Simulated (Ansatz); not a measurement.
The structure below was relaxed with PBE (Ansatz, a program for electronic structure; PAW; 420 eV plane waves; scalar-relativistic without spin-orbit coupling), at pressure −1 GPa.

Space group Fm-3m (No. 225); a = b = c = 5.1231 Å, α = β = γ = 90.00°

| atom | site | symmetry | x | y | z |
|---|---|---|---|---|---|
| Zr | 4a | m-3m | 0.0000 | 0.0000 | 0.0000 |
| O | 8c | -43m | 0.2500 | 0.2500 | 0.2500 |

Q: Write out a cell with all atoms.

A: 
```xyz
12
Lattice="5.1231 0.0000 0.0000 0.0000 5.1231 0.0000 0.0000 0.0000 5.1231" Properties=species:S:1:pos:R:3 pbc="T T T"
Zr     0.0000     0.0000     0.0000
O      1.2808     3.8423     3.8423
O      1.2808     1.2808     3.8423
Zr     0.0000     2.5616     2.5616
O      1.2808     1.2808     1.2808
O      1.2808     3.8423     1.2808
Zr     2.5616     0.0000     2.5616
O      3.8423     3.8423     1.2808
O      3.8423     1.2808     1.2808
Zr     2.5616     2.5616     0.0000
O      3.8423     1.2808     3.8423
O      3.8423     3.8423     3.8423
```
This is the conventional cell.

Load acts through the strain it causes; cell and atoms are relaxed under it. Whether these cells are dynamically stable was not tested. The cell was made from ZrO₂ in the fluorite structure (space group Fm-3m, No. 225) by this change: pressure −1 GPa. This is not the structure that ZrO2 has at room temperature and ambient pressure.
